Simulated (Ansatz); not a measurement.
Structures of equal composition on the (111) surface of fcc Cu: a layer of Pt in place of the second plane; a layer of Pt in place of the third plane. The slabs share one bottom face, and each structure is named by its start. These are constructed structures in small cells; real faces may alloy, dewet or reconstruct in larger ones, and not all known structures of the face are among them. Slabs of about 11 Å, Fermi-Dirac smearing of 0.1 eV. Bottom of the slabs: a bare face, its two planes held. Relaxed from the named starts with such symmetry as they have, on meshes of like density; energies extrapolated to zero smearing; spin only where a row says so; no spin-orbit coupling, no U. Brackets mark spin-polarised runs, whose order is one that fits the cell.

Level of theory: PBE (plane waves to 420 eV, PAW; Ansatz, a program for electronic structure).

### Question
Rank these by energy per 1x1 cell (lowest first), as PBE gives it.

### Answer
a layer of Pt in place of the third plane (0.000 eV), a layer of Pt in place of the second plane (0.044 eV)
